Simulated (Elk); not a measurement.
Elk 10.2.4, DFT, PBE, spin-polarised, all-electron FP-LAPW, Elk's shipped species files: a generated cell (prototype structure at a guessed volume, not a measured phase) of NiI2 (space group R3m), 3 atoms, spin-polarised from a ferromagnetic start. Basis and mesh were picked for this test and aren't claimed converged.

| Quantity | Value |
|---|---|
| cell | 7.06, 7.06, 7.06 Å; 28.7, 28.7, 28.7° |
| task | ground state |
| xctype | 20 |
| spinpol | true |
| reducebf | 0.5 |
| swidth | 0.004 Hartree |
| k mesh (ngridk) | 8×8×8 |
| maxscl | 100 |
| rgkmax | 7 (default) |
| empty states an atom (nempty) | 4 (default) |
| epspot (Hartree) | 1e-06 (default) |
| epsengy (Hartree) | 0.0001 (default) |
| k-points after symmetry (for each spin) | 120 |
| largest matrix size | 229 |
| valence states | 74 |

One run each.

All on 4 threads, 1 BLAS thread. Base settings, kept where nothing else is said: mixtype = 3 (default), mixsdb = 5 (default), broydpm = [0.4, 0.15] (default), tefvit = false (default) (beta0, autolinengy not set). The settings tried:
- mixsdb = 20
- mixtype = 1, beta0 = 0.01
- mixsdb = 3
- broydpm = [0.05, 0.15]
- autolinengy = true
- mixtype = 1, beta0 = 0.1
- broydpm = [0.7, 0.15]
- mixtype = 0, beta0 = 0.1
- mixtype = 1, beta0 = 0.05 (default)
- tefvit = true
- broydpm = [0.2, 0.15]
- mixtype = 0, beta0 = 0.3
- broydpm = [0.4, 0.01]
- mixsdb = 12
- broydpm = [0.4, 0.5]
- mixsdb = 2
- mixsdb = 8
- broydpm = [0.1, 0.15]
- the base settings

### Question
Which settings need the fewest self-consistent loops, which the most, and do any fail to converge?

### Answer
Fewest self-consistent loops, with those close behind: mixsdb = 8 (25); mixsdb = 12 (25); mixsdb = 20 (25); the base settings (26); autolinengy = true (26); mixsdb = 3 (28). Most among those that reach the base run's result: mixtype = 1, beta0 = 0.01 (88). No convergence: mixtype = 0, beta0 = 0.1 (without self-consistency in 100 loops); mixtype = 0, beta0 = 0.3 (without self-consistency in 100 loops); tefvit = true (without self-consistency in 100 loops).

| setting | self-consistent loops | end |
|---|---|---|
| mixsdb = 8 | 25 | converged |
| mixsdb = 12 | 25 | converged |
| mixsdb = 20 | 25 | converged |
| the base settings | 26 | converged |
| autolinengy = true | 26 | converged |
| mixsdb = 3 | 28 | converged |
| broydpm = [0.2, 0.15] | 31 | converged |
| mixsdb = 2 | 33 | converged |
| broydpm = [0.4, 0.5] | 33 | converged |
| broydpm = [0.4, 0.01] | 43 | converged |
| broydpm = [0.1, 0.15] | 44 | converged |
| broydpm = [0.05, 0.15] | 50 | converged |
| mixtype = 1, beta0 = 0.1 | 54 | converged |
| mixtype = 1, beta0 = 0.05 (default) | 55 | converged |
| broydpm = [0.7, 0.15] | 55 | converged |
| mixtype = 1, beta0 = 0.01 | 88 | converged |
| mixtype = 0, beta0 = 0.1 | 100 | not converged |
| mixtype = 0, beta0 = 0.3 | 100 | not converged |
| tefvit = true | 100 | not converged |

An iteration's cost differs between solvers, so these counts don't give the time.
